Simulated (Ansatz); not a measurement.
System: MoP (model structure, started from the NbAs type, I4₁md, No. 109, 4 atoms in the cell). Method: PBEsol (PAW; Ansatz, a program for electronic structure).

Numerical settings: plane-wave cutoff 520 eV, 24×24×24 k mesh, Fermi–Dirac smearing 0.05 eV, no spin polarisation, scalar-relativistic PAW data made under PBE.

Cell (relaxed at this level):

```xyz
4
Lattice="-1.5968 1.5968 5.5564 1.5968 -1.5968 5.5564 1.5968 1.5968 -5.5564" Properties=species:S:1:pos:R:3 pbc="T T T"
Mo     0.0000     0.0000     5.5479
Mo     1.5968     0.0000     2.7697
P      0.0000     0.0000    10.1878
P      0.0000     1.5968     1.8532
```

What does this level give for the bulk modulus B0?


- bulk modulus B0: 238 GPa

Note: the run has no spin polarisation, so it can have missed a magnetic state; the bulk modulus is −V dP/dV from two relaxed cells at ±2 % in volume; the relaxation could raise the start's symmetry but not lower it, so the cell can be a saddle point.

The computed numbers hold no vibrational or temperature effects.

Computing time: roughly 15 core-minutes.

A model structure was made by putting elements into a prototype or built by hand; it is no filed structure, need not be a known phase, and can be a saddle point held by its symmetry.
